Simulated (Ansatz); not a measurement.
Worked example: relaxation of cell and atoms of TaBeB (P-6m2, 3 atoms in the cell) in Ansatz (an electronic-structure program).

Level of theory: LDA (PW92), default PAW files made with PBE (plane waves; Ansatz).

The change in words: atoms on their sites; basis.ecutwfc: 420 eV → 210 eV; relax: default → cell and atoms. Reference geometry:
```
TaBeB
1.0
    3.24015     0.00000     0.00000
   -1.62007     2.80605     0.00000
    0.00000     0.00000     3.23636
Ta Be B
1 1 1
Direct
  0.00000   0.00000   0.01545
  0.33333   0.66667   0.50000
  0.66667   0.33333   0.50000
```

Reference input (self-consistent single point, DFT, LDA (PW92), plane waves, default PAW files made with PBE): basis.ecutwfc = 420 eV; kpoints.mp_grid.grid = 12 12 10; hamiltonian.xc = lda; hamiltonian.pseudopotentials = {kind: paw} (the program's default PAW files); scf.occupations.method = fermi_dirac; scf.occupations.width = 0.1 eV. This run's input differs from it in these lines:

Ansatz 0.2 input:
```diff
@@ -7,3 +7,3 @@
   atoms:
-    - { symbol: Ta, position: [0.000000, 0.000000, 0.015449] }
+    - { symbol: Ta, position: [0.000000, 0.000000, 0.000000] }
     - { symbol: Be, position: [0.333333, 0.666667, 0.500000] }
@@ -11,3 +11,3 @@
 basis:
-  ecutwfc: 420.0 eV
+  ecutwfc: 210.0 eV
 kpoints:
@@ -19,2 +19,4 @@
   occupations: { method: fermi_dirac, width: 0.1 eV }
+relax:
+  cell: {}
 output:
```

Output (repeated stretches shortened):

```
   [... SCF lines of the steps left out ...]
relax step   1: F+E_penalty+E_count = -9921.37377142 eV  Δ(F+E_penalty+E_count) = +0.000e0 eV  max|allowed force component| = 1.634e-16 eV/Å  Δτ_max = 0.0000 Å  P = -6.629 GPa  Ω = 29.425 Å³  (6 SCF iters, dr2 threshold 1.00e-7 eV, accepted)
relax step   2: F+E_penalty+E_count = -9921.59944110 eV  Δ(F+E_penalty+E_count) = -2.257e-1 eV  max|allowed force component| = 1.850e-17 eV/Å  Δτ_max = 0.0000 Å  P = +7.787 GPa  Ω = 28.398 Å³  energy of the carried Pulay correction = +2.357e-1 eV  [...]
   [... lines left out ...]
relax step  13: F+E_penalty+E_count = -9921.39798818 eV  Δ(F+E_penalty+E_count) = -1.469e-3 eV  max|allowed force component| = 1.334e-16 eV/Å  Δτ_max = 0.0000 Å  P = -0.003 GPa  Ω = 28.668 Å³  energy of the carried Pulay correction = +1.467e-3 eV  [...]
relax step  14: F+E_penalty+E_count = -9921.39681498 eV  Δ(F+E_penalty+E_count) = +1.173e-3 eV  max|allowed force component| = 1.334e-16 eV/Å  Δτ_max = 0.0000 Å  P = -0.010 GPa  Ω = 28.668 Å³  stress off target by 3.25e-2 GPa  SCF on the basis [...]
basis re-selected at this cell: Δ(F+E_penalty+E_count) = +1.173e-3 eV, ΔP = -0.007 GPa vs the last step
the relaxation is at rest under the 12 symmetry operations that the run kept from its start: a minimum is not shown …
Stability not checked: this state was not tested for a lower state beside it, because too few of the mixer's solves of this state at the end of the SCF gave a …
Free energy (F): -9921.396815 eV
Internal energy: -9921.388229 eV  (E = F + TS)
   [... lines left out ...]
Fermi energy:    16.498095 eV
  cell:  # Å, volume = 28.6681 Å³
   [... lines left out ...]
    - [-1.6075108103574827, 2.7842903972553783, 1.630738769837678e-33]
    - [2.2208415344771267e-33, 3.1630167309219685e-33, 3.2025847190953987]
  atoms:
    - { symbol: Ta, position: [-4.278920455071225e-35, 1.1915772243470428e-34, -4.118046071574423e-84] }
    - { symbol: Be, position: [0.33333333333333326, 0.6666666666666665, 0.49999999999999994] }
    - { symbol: B, position: [0.6666666666666665, 0.33333333333333326, 0.49999999999999994] }
```

The run converged.  The full log also holds: “iter 5 did not close the SCF: its close was put off for the readings that it lacked (scf_convergence_deferred on its scf_iter line)”. The full log also holds: “iter 4 did not close the SCF: its close was put off for the readings that it lacked (scf_convergence_deferred on its scf_iter line)”.

Summary of the result:
```
Property                                                                                                             Result
-----------------------------------------------  --------------------------------------------------------------------------
Free energy E − TS (on the zero of these files)                                                               -9921.3968 eV
Fermi level (on the code's own zero)                                                                               16.50 eV
Pressure                                                                                                          -0.01 GPa
Final cell                                       a = 3.215 Å, b = 3.215 Å, c = 3.203 Å, α = 90.00°, β = 90.00°, γ = 120.00°
Final volume per atom                                                                                               9.56 Å³
Relaxation steps                                                                                                         14
```

The starting cell comes from a database of computed structures (which also holds hypothetical and non-ambient phases and stackings), without a prior relaxation at this level. Its lattice was rescaled by up to half a per cent. Spin polarisation is off. The relaxation keeps the symmetry of its start, so its end need not be a minimum. Ansatz's pressure includes its estimate of the finite-basis (Pulay) stress. Without the estimate this run gives -36.54 GPa. The cutoff lies below the one recommended for these files.

Cost on one core of a shared machine: roughly 30 s.
